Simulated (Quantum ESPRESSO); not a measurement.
## Several settings converged on Pb (Fm-3m, 1 atom in the cell)

```yaml
crystal:
  lattice:
    - [-2.46758, 0.00000, 2.46758]
    - [0.00000, 2.46758, 2.46758]
    - [-2.46758, 2.46758, 0.00000]
  atoms:
    - { symbol: Pb, position: [0.00000, 0.00000, 0.00000] }
```

Base method: PBE, GBRV 1.5 ultrasoft (PBE) pseudopotentials (plane waves; Quantum ESPRESSO).

Base settings: ecutwfc = 40 Ry; ecutrho = 200 Ry; occupations = smearing; smearing = gaussian; degauss = 0.0073499 Ry; potentials = {Pb: pb_pbe_v1.uspp.F.UPF}; K_POINTS = automatic 12 12 12 0 0 0; conv_thr = 1e-10 Ry.

The count of work is k-points × plane waves × bands × iterations; it is no time. 

**The width of Fermi-Dirac smearing**

In this ladder: smearing = fermi-dirac; K_POINTS = automatic 20 20 20 0 0 0.

Narrow widths need finer meshes than wide ones, so the last steps can hold mesh noise.

Only quantities that move along the ladder and can be compared are tabulated; pressure and forces are left out, as mesh noise rules them at narrow widths.

```csv
degauss,free energy less the last step's (meV/atom),energy extrapolated to zero width less the last step's (meV/atom)
0.073499 Ry,-892.86,11.87
0.036749 Ry,-212.86,6.35
0.02205 Ry,-73.56,1.02
0.0147 Ry,-31.22,0.12
0.0073499 Ry,-6.28,-0.27
0.0036749 Ry,0.00,0.00
```

Widest degauss that holds the free energy within 5 meV/atom: not settled: the last two steps still differ by 6.3 meV/atom, over half the tolerance, so the ladder does not show it.

Widest degauss that holds the energy extrapolated to zero width within 2 meV/atom of the last step, with all finer ones: 0.02205 Ry; the step before is off by 6.3 meV/atom.

The extrapolation to zero width removes most of the smearing's effect on the energy.

**The width of Methfessel-Paxton smearing**

In this ladder: smearing = methfessel-paxton; K_POINTS = automatic 20 20 20 0 0 0.

Narrow widths need finer meshes than wide ones, so the last steps can hold mesh noise.

Only quantities that move along the ladder and can be compared are tabulated; pressure and forces are left out, as mesh noise rules them at narrow widths.

| degauss | free energy less the last step's (meV/atom) |
|---|---|
| 0.073499 Ry | 1.71 |
| 0.036749 Ry | -0.17 |
| 0.02205 Ry | -0.63 |
| 0.0147 Ry | -0.61 |
| 0.0073499 Ry | -0.22 |
| 0.0036749 Ry | 0.00 |

Widest degauss that holds the free energy within 0.5 meV/atom of the last step, with all finer ones: 0.0073499 Ry; the step before is off by 0.61 meV/atom.

**The mesh under tetrahedron occupations**

In this ladder: occupations = tetrahedra_opt; smearing = default; degauss = default.

Only quantities that move along the ladder and can be compared are tabulated.

| K_POINTS | free energy less the last step's (meV/atom) | pressure (GPa) | count of work / last |
|---|---|---|---|
| automatic 5 5 5 0 0 0 | 137.08 | 3.62 | 0.018 |
| automatic 6 6 6 0 0 0 | 143.51 | 3.99 | 0.029 |
| automatic 7 7 7 0 0 0 | 62.44 | 3.25 | 0.036 |
| automatic 9 9 9 0 0 0 | 27.43 | 2.94 | 0.062 |
| automatic 11 11 11 0 0 0 | 14.28 | 2.84 | 0.10 |
| automatic 14 14 14 0 0 0 | 5.64 | 2.78 | 0.19 |
| automatic 17 17 17 0 0 0 | 2.49 | 2.75 | 0.29 |
| automatic 22 22 22 0 0 0 | 0.59 | 2.73 | 0.59 |
| automatic 27 27 27 0 0 0 | 0.00 | 2.73 | 1.0 |

Coarsest K_POINTS that holds the free energy within 2 meV/atom of the last step, with all finer ones: automatic 22 22 22 0 0 0; the step before is off by 2.5 meV/atom.

Coarsest K_POINTS that holds the pressure within 1 GPa of the last step, with all finer ones: automatic 7 7 7 0 0 0, at 0.036 of the last step's count of work; the step before is off by 1.3 GPa.

On the base run: the starting cell has typed, rounded lattice constants, without a prior relaxation at this level. Its lattice was rescaled by up to half a per cent.

Left out of this page: 4 runs of the series outside the window shown, repeating another row's setting, or not comparable.
